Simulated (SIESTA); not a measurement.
A relaxation of cell and atoms of PtS₂ (P-3m1, 3 atoms in the cell) with SIESTA.

Method: GGA PBE, numerical atomic orbitals DZP, PseudoDojo PBE standard norm-conserving potentials (rewritten from UPF to PSML) (SIESTA 5.4.2).

```
CELL_PARAMETERS angstrom
      1.79106    -3.10221     0.00000
      1.79106     3.10221     0.00000
      0.00000     0.00000     5.09998
ATOMIC_POSITIONS crystal
  Pt 0.00000 0.00000 0.00000
  S  0.33333 0.66667 0.23000
  S  0.66667 0.33333 0.77000
```

Reference input (self-consistent single point, DFT, GGA PBE, numerical atomic orbitals DZP, PseudoDojo PBE standard norm-conserving potentials (rewritten from UPF to PSML)): XC.functional = GGA; XC.authors = PBE; potentials = PseudoDojo PBE standard; PAO.BasisSize = DZP; PAO.EnergyShift = 0.005 Ry; MeshCutoff = 300 Ry; kgrid.MonkhorstPack = 6 6 4; OccupationFunction = FD; ElectronicTemperature = 0.02 eV; MaxSCFIterations = 150; SCF.Mixer.Method = Pulay; SCF.Mixer.Weight = 0.25. This run's input differs from it in these lines:

```diff
@@ -42,2 +42,7 @@
 Diag.ParallelOverK           true
+MD.TypeOfRun                 FIRE
+MD.Steps                     40
+MD.MaxForceTol               0.02 eV/Ang
+MD.VariableCell              true
+MD.MaxStressTol              0.05 GPa
 WriteForces                  true
```

Output, abridged:

```
        iscf     Eharris(eV)        E_KS(eV)     FreeEng(eV)     dDmax    Ef(eV) dHmax(eV)
   scf:    1    -4092.036029    -4135.481677    -4135.481677  0.803458 -2.171196 24.315071
   scf:    2    -4151.390620    -4151.603443    -4151.603443  0.709722 -3.564107  2.368136
   scf:    3    -4152.016715    -4151.921734    -4151.921734  0.048142 -3.556322  0.428062
   scf:    4    -4151.948952    -4151.938389    -4151.938389  0.042415 -3.623963  0.153423
   scf:    5    -4151.940171    -4151.939661    -4151.939661  0.013305 -3.682342  0.063519
   scf:    6    -4151.939792    -4151.939732    -4151.939732  0.000323 -3.680105  0.043512
   scf:    7    -4151.939810    -4151.939796    -4151.939796  0.000875 -3.684436  0.004393
   scf:    8    -4151.939797    -4151.939796    -4151.939796  0.000062 -3.684641  0.003195
   scf:    9    -4151.939797    -4151.939797    -4151.939797  0.000082 -3.684944  0.000100
SCF Convergence by DM+H criterion
max |DM_out - DM_in|         :     0.0000815632
max |H_out - H_in|      (eV) :     0.0000999678
SCF cycle converged after 9 iterations

Using DM_out to compute the final energy and forces

siesta: E_KS(eV) =            -4151.9398

siesta: E_KS - E_eggbox =     -4151.9398

siesta: Atomic forces (eV/Ang):
     1   -0.000000   -0.000000   -0.000000
   [... lines left out ...]
siesta: Pressure (static):         74.96137324  kBar
siesta: Pressure (total):         74.96137324  kBar
No target stress found, assuming hydrostatic MD.TargetPressure.
Target stress (kBar)
outcell: Cell volume (Ang**3)        :     57.9488
        iscf     Eharris(eV)        E_KS(eV)     FreeEng(eV)     dDmax    Ef(eV) dHmax(eV)
siesta: Pressure (static):          1.44932869  kBar
siesta: Pressure (total):          1.44932869  kBar
   [... lines left out ...]
outcell: Cell angles (23,13,12) (deg):     89.9996     90.0004    120.0028
outcell: Cell volume (Ang**3)        :     57.9488

siesta: Program's energy decomposition (eV):
siesta: FreeEng =     -4152.034822

siesta: Stress tensor (static) (eV/Ang**3):
siesta:     0.000173   -0.000000   -0.000000
siesta:    -0.000000    0.000170   -0.000002
siesta:    -0.000000   -0.000002   -0.003057

siesta: Constrained stress tensor (static) (eV/Ang**3):
siesta:     0.000173   -0.000000   -0.000000
siesta:    -0.000000    0.000170   -0.000002
siesta:    -0.000000   -0.000002   -0.003057

siesta: Cell volume =         57.948784 Ang**3

siesta: Pressure (static):
siesta:                Solid            Molecule  Units
siesta:           0.00000985          0.00000907  Ry/Bohr**3
siesta:           0.00090460          0.00083282  eV/Ang**3
siesta:           1.44932869          1.33431929  kBar
```

The relaxation ended unconverged. 

The starting cell has typed, rounded lattice constants, without a prior relaxation at this level. Its lattice was rescaled by a random factor within 2.5 % of one. Values carry the incompleteness of an atom-centred basis.

Cost on one core of a shared machine: roughly 3 min.
